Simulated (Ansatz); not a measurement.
Input:

End structure of the (111) surface of MnP-type NiSi in its 1x1 cell (cut with top plane Ni, bottom plane Ni), outermost plane spacing 0.27 Å in the ideal cut (one of several cuts of this face), with 2 Ni a cell over the bulk's ratio:

```yaml
crystal:
  lattice:
    - [6.17207, 0.00000, 0.00000]
    - [-1.83284, 6.28635, 0.00000]
    - [0.00000, 0.00000, 26.50000]
  atoms:
    - { symbol: Ni, position: [0.89075, 0.94200, 0.31449] }
    - { symbol: Ni, position: [0.82735, 0.31918, 0.32744] }
    - { symbol: Si, position: [0.45487, 0.26428, 0.34095] }
    - { symbol: Ni, position: [0.25504, 0.51954, 0.35602] }
    - { symbol: Si, position: [0.57192, 0.79583, 0.35416] }
    - { symbol: Si, position: [0.94072, 0.65389, 0.35272] }
    - { symbol: Ni, position: [0.25898, 0.92303, 0.36617] }
    - { symbol: Si, position: [0.05169, 0.17133, 0.37357] }
    - { symbol: Ni, position: [0.65550, 0.11046, 0.40257] }
    - { symbol: Ni, position: [0.62695, 0.51010, 0.40739] }
    - { symbol: Si, position: [0.24561, 0.45877, 0.43937] }
    - { symbol: Ni, position: [0.03040, 0.69905, 0.44471] }
    - { symbol: Si, position: [0.34294, 0.98371, 0.45155] }
    - { symbol: Si, position: [0.70082, 0.82576, 0.45192] }
    - { symbol: Ni, position: [0.01596, 0.10916, 0.45994] }
    - { symbol: Si, position: [0.80775, 0.35608, 0.46716] }
    - { symbol: Ni, position: [0.42743, 0.30306, 0.49537] }
    - { symbol: Ni, position: [0.38660, 0.70320, 0.50463] }
    - { symbol: Si, position: [0.00628, 0.65018, 0.53284] }
    - { symbol: Ni, position: [0.79807, 0.89710, 0.54006] }
    - { symbol: Si, position: [0.11321, 0.18050, 0.54808] }
    - { symbol: Si, position: [0.47109, 0.02255, 0.54845] }
    - { symbol: Ni, position: [0.78363, 0.30721, 0.55529] }
    - { symbol: Si, position: [0.56842, 0.54749, 0.56063] }
    - { symbol: Ni, position: [0.18708, 0.49616, 0.59261] }
    - { symbol: Ni, position: [0.15853, 0.89580, 0.59743] }
    - { symbol: Si, position: [0.76234, 0.83493, 0.62643] }
    - { symbol: Ni, position: [0.55505, 0.08323, 0.63383] }
    - { symbol: Si, position: [0.87330, 0.35237, 0.64728] }
    - { symbol: Si, position: [0.24211, 0.21043, 0.64584] }
    - { symbol: Ni, position: [0.55899, 0.48672, 0.64398] }
    - { symbol: Si, position: [0.35916, 0.74198, 0.65905] }
    - { symbol: Ni, position: [0.98668, 0.68708, 0.67256] }
    - { symbol: Ni, position: [0.92328, 0.06426, 0.68551] }
```

Set-up: 34 atoms, Ni18Si16, 10.4 Å thick at the start (thin: gaps and levels are the slab's own); mesh 7x6x1; 0.1 eV smearing; dipole correction on; all atoms relaxed; start symmetry kept, larger cells not searched; no spin (magnetic order not tried), no spin-orbit, no U.

Question: Estimate the work function of the top face that PBE (Ansatz, an electronic-structure program) returns for this input.

Answer: 4.46 eV
